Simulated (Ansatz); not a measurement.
Start from Mo$_{3}$Ir in the A15 (Cr3Si type) structure (space group Pm-3n, No. 223; a = 4.9401 Å; a cell from a computed database, its experimental status unchecked).

Now apply this change: cell and atoms relaxed at a pressure of 1.5 GPa.

Levels (all Ansatz, a program for electronic structure, PAW): PBEsol (420 eV, scalar-relativistic without spin-orbit coupling); PBEsol+SOC (420 eV, noncollinear with spin-orbit coupling).

The geometry is relaxed with PBEsol.

- PBEsol pressure: 1.5 GPa

Problem. What does PBEsol+SOC give at this geometry for the pressure?

Solution. The pressure goes up by 0.15 GPa to 1.6 GPa.

Single points use the geometry relaxed with PBEsol. Differences between runs with and without spin-orbit coupling are approximate. Load acts through the strain it causes; cell and atoms are relaxed under it. Stability against distortions was not tested. The runs without spin-orbit coupling are not spin-polarised.
